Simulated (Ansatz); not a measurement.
# (Si,C): CSi15

A 16-atom cell of (Si,C) started in the hexagonal diamond (lonsdaleite) structure, site fractions Si 0.938, C 0.062, short-range order -0.07 in the first shell of the mixed sites (0 is random, a negative value favours unlike neighbours), space group Cm at the end.

The mixing enthalpy is taken against the end members in the hexagonal diamond (lonsdaleite) type (which need not be the stable form of Si and C), relaxed in the same cell and mesh.

Calculation: r2SCAN (plane waves to 500 eV, PAW; Ansatz, a program for electronic structure). Scalar-relativistic, without spin–orbit coupling. Its k-point mesh 4×4×4, Fermi–Dirac width 0.01 eV.

```
Quantity                                                                                          Result
----------------------------------------------------------  --------------------------------------------
volume per atom                                                                                 18.70 Å³
Si–Si bonds                                                 2.343 Å on average, from 2.290 to 2.400 (28)
C–Si bonds                                                   2.033 Å on average, from 2.022 to 2.042 (4)
mixing enthalpy per site of the mixed sublattice                                                  96 meV
departure of the mean lattice parameter from Vegard's line                                        -0.3 %
r2SCAN gap over the mesh and listed points off it                                                0.06 eV
```

```yaml
crystal:
  lattice:
    - [-3.73636, -0.00805, -6.17935]
    - [3.73636, -0.00805, -6.17935]
    - [3.73636, -6.47881, -0.00845]
  atoms:
    - { symbol: Si, position: [0.30658, 0.64521, 0.16137] }
    - { symbol: Si, position: [0.78942, 0.12938, 0.16004] }
    - { symbol: Si, position: [0.30392, 0.63342, 0.67437] }
    - { symbol: Si, position: [0.80780, 0.12954, 0.67437] }
    - { symbol: Si, position: [0.70013, 0.35565, 0.33524] }
    - { symbol: Si, position: [0.19089, 0.86489, 0.33524] }
    - { symbol: Si, position: [0.70124, 0.36682, 0.83442] }
    - { symbol: Si, position: [0.22164, 0.88906, 0.83258] }
    - { symbol: Si, position: [0.88804, 0.54754, 0.33339] }
    - { symbol: Si, position: [0.38092, 0.05465, 0.33339] }
    - { symbol: Si, position: [0.88618, 0.55447, 0.83171] }
    - { symbol: C, position: [0.38487, 0.05310, 0.83178] }
    - { symbol: Si, position: [0.11691, 0.45496, 0.16195] }
    - { symbol: Si, position: [0.58410, 0.95503, 0.12906] }
    - { symbol: Si, position: [0.14551, 0.40631, 0.68555] }
    - { symbol: Si, position: [0.59186, 0.95996, 0.68555] }
```
